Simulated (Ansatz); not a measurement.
Cells marked so need not be the phases stable at ambient conditions, and some may be hypothetical.

No gap correction and no spin-orbit coupling; mid-gap values are interpolated between computed energies.

A. N₂ (P6_3/mmc, not sure to be the ambient phase, 4 atoms a cell, 23.4 Å³ an atom), along the normal of (111)
B. Li$_{3}$AlH$_{6}$ (R-3, not sure to be the ambient phase, 20 atoms a cell, 8.6 Å³ an atom), along the normal of (100)
C. Li₂TiGeO₅ (P4/nmm, not sure to be the ambient phase, 18 atoms a cell, 11.2 Å³ an atom, -6 GPa at this level), along the normal of (111)
D. Ca4Bi2O (I4/mmm, not sure to be the ambient phase, 7 atoms a cell, 26.7 Å³ an atom), along the normal of (100)

Q: Order them by mid-gap decay constant of the slowest evanescent state (lowest first) at the level r2SCAN in Ansatz (an electronic-structure program).

A: D (0.10 1/Å), B (0.36 1/Å), C (0.52 1/Å), A (0.93 1/Å)
